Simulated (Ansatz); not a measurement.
HfO2: response to strain

Base system: HfO2 in the rutile structure (space group P4_2/mnm, No. 136; a cell from a computed database, its experimental status unchecked).

```
CELL_PARAMETERS angstrom
      4.83011     0.00000     0.00000
      0.00000     4.83011     0.00000
      0.00000     0.00000     3.20974
ATOMIC_POSITIONS crystal
  Hf 0.00000 0.00000 0.00000
  Hf 0.50000 0.50000 0.50000
  O  0.19497 0.80503 0.50000
  O  0.80503 0.19497 0.50000
  O  0.69497 0.69497 0.00000
  O  0.30503 0.30503 0.00000
```

Cartesian axes are those of the cell as printed.

Strains are applied to the cell and any free atomic positions relax; under stress the whole cell relaxes.

Levels (all Ansatz, a program for electronic structure, PAW): PBEsol (420 eV, scalar-relativistic without spin-orbit coupling); r2SCAN (500 eV, no spin-orbit coupling); HSE06 (420 eV, spin-orbit coupling left out).

Band gaps by level, all at the geometries relaxed with PBEsol:

| case | PBEsol | r2SCAN | HSE06 |
|---|---|---|---|
| base | 3.89 eV | 4.56 eV | 5.66 eV |
| isotropic strain +0.59 % | 3.85 eV | 4.50 eV | 5.61 eV |
| uniaxial stress, 5 GPa tension along x | 3.86 eV | 4.52 eV | 5.62 eV |
| uniaxial stress, 0.5 GPa compression along x | 3.90 eV | 4.56 eV | 5.66 eV |
| uniaxial stress, 5 GPa tension along z | 3.92 eV | 4.58 eV | 5.69 eV |

Single points use the geometry relaxed with PBEsol. Spin-orbit coupling, missing from the scalar runs, can matter with Hf. Beyond what the load breaks, stability against distortions was not tested. This is not the structure that HfO2 has at room temperature and ambient pressure.
